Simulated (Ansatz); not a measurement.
System: MgO (P6₃/mmc, No. 194, 4 atoms in the cell; start mp-1065577; a measured phase of this formula has another space group). Method: LDA in Ansatz (PAW).

Run with plane-wave cutoff 520 eV, 12×12×8 k mesh (along the axes of the cell as run), Fermi–Dirac smearing 0.01 eV, scalar-relativistic PAW data made under PBE.

Cell (relaxed at this level):

```
MgO
1.0
    3.45110     0.00000     0.00000
   -1.72555     2.98874     0.00000
    0.00000     0.00000     4.13835
Mg O
2 2
Direct
  0.66667   0.33333   0.75000
  0.33333   0.66667   0.25000
  0.66667   0.33333   0.25000
  0.33333   0.66667   0.75000
```

Question: Give the computed band gap.

Answer: 
- band gap = 3.49 eV (direct)

Static lattice: no zero-point or thermal effects.

Cost on a shared machine: around 6 core-seconds (rough).

A start named mp-… is a Materials Project structure, which need not be a measured phase.

Ansatz is a program for electronic structure.
